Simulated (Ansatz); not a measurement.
# What x(Ca) = 0.333, 6 atoms, C2/m does to Sc

Take Sc in the hcp (Mg type) structure (space group P6_3/mmc, No. 194; a = 3.329 Å, c = 5.192 Å) as the base.

The other end (x = 1) is Ca in the hcp (Mg type) structure (space group P6_3/mmc, No. 194; a model cell): 43.41 Å³/atom, gap zero; this end may not be an ambient phase.

Now apply this change: Ca replaces 33.3 % of the Sc, ordered in a cell of 6 atoms (starting symmetry C2/m) and fully relaxed.

All numbers come from Kohn–Sham DFT with the r2SCAN functional, run in Ansatz (an electronic-structure program) with PAW and 500 eV plane waves, no spin-orbit coupling. Γ-centred 18×18×18 mesh, Fermi–Dirac width 0.05 eV, for the changed cell.

| quantity | base | changed | shift |
|---|---|---|---|
| volume per atom | 24.92 Å³ | 29.78 Å³ | +4.855 Å³ |
| density | 3.00 g/cm³ | 2.42 g/cm³ | -0.58 g/cm³ |
| shortest interatomic distance | 3.230 Å | 3.128 Å | -0.1026 Å |
| band gap | zero | zero | – |
| mixing energy (to 0.01 eV only: unlike meshes or grids) | – | +0.17 eV/atom | – |
| deviation of the volume from the linear (Vegard-type) interpolation | – | -4.2 % | – |

Cost of the whole job for the changed cell (relaxation, final SCF and bands): about 50 core-minutes (a rough figure).

Each cell is one ordered arrangement of few atoms, which overstates ordering effects compared with a random alloy. No phonon test of stability was made. All final runs are without spin polarisation. CaSc2 has a high density of states at the Fermi level and may be magnetic at this level. This is not the structure that Ca has at room temperature and ambient pressure.
